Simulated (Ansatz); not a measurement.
# AlN: uniaxial strain ε_zz = +1.20 %

Consider AlN in the wurtzite structure (space group P6_3mc, No. 186; a = 3.114 Å, c = 4.983 Å). Axes: x lies along a and z along c of the hexagonal cell.

It is then changed as follows: uniaxial strain ε_zz = +1.20 %, all other strain components held at zero, atoms relaxed at fixed cell.

Computed with PBEsol (Ansatz, a first-principles code, PAW, spin-orbit coupling left out). k-mesh 12×12×7 (Γ-centred); smearing 0.05 eV (Fermi–Dirac).

| quantity | base | changed | shift |
|---|---|---|---|
| volume per atom | 10.46 Å³ | 10.59 Å³ | +0.13 Å³ |
| shortest interatomic distance | 1.891 Å | 1.897 Å | +0.006 Å |
| energy relative to the base (free energy F) | 0 meV/atom | +1.6 meV/atom | +1.6 meV/atom |
| pressure (mean of the normal stresses, compression positive) | 0.01 GPa | -2.21 GPa | -2.213 GPa |
| band gap | 4.09 eV | 4.05 eV | -0.04 eV |
| gap character | direct at Γ | direct at Γ | – |
| width of the top valence band | 2.41 eV | 2.32 eV | -0.085 eV |
| electron mass | – | 0.28 mₑ along z, 0.30 mₑ across (at Γ) | – |
| valence-band top at Γ (three highest levels, from the VBM) | 0.00, -0.22, -0.22 eV | 0.00, -0.12, -0.12 eV | – |
| stress (xx, yy, zz, yz, xz, xy; compression positive) | – | (-1.21, -1.21, -4.21, 0.00, 0.00, 0.00) GPa | – |

Final structure:

```yaml
crystal:
  lattice:
    - [3.11381, 0.00000, 0.00000]
    - [-1.55691, 2.69664, 0.00000]
    - [0.00000, 0.00000, 5.04315]
  atoms:
    - { symbol: Al, position: [0.33333, 0.66667, 0.00113] }
    - { symbol: Al, position: [0.66667, 0.33333, 0.50113] }
    - { symbol: N, position: [0.33333, 0.66667, 0.38087] }
    - { symbol: N, position: [0.66667, 0.33333, 0.88087] }
```

Masses are band curvatures over ±0.01 Å⁻¹ around the edge. Semilocal Kohn–Sham gaps tend to fall short of experiment. Whether these cells are dynamically stable was not tested.
